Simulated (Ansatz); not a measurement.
# Bulk modulus of BeTe (model structure, started from the NiAs type, P6₃/mmc, No. 194, 4 atoms in the cell) at several levels of theory

No measured value is used here.

| level (code) | value (GPa) | cell (Å³/atom) |
|---|---|---|
| LDA (Ansatz) | 76.2 | 18.30 |
| PBE (Ansatz) | [?] | 19.33 |
| PBEsol (Ansatz) | 73.0 | 18.70 |
| r²SCAN (Ansatz) | 68.8 | 19.41 |

Question: Complete the blanks.

Answer: 
- PBE (Ansatz, an electronic-structure program), value (GPa): 67.4

LDA, PBE, PBEsol, r²SCAN: the bulk modulus is −V dP/dV from two relaxed cells at ±2 % in volume. Each level is taken at its own relaxed cell. Cutoffs differ between the levels. Ansatz's density-functional and Hartree–Fock values are scalar-relativistic unless marked +SOC, with PAW data made under PBE.

A model structure was made by putting elements into a prototype or built by hand; it is no filed structure, need not be a known phase, and can be a saddle point held by its symmetry.
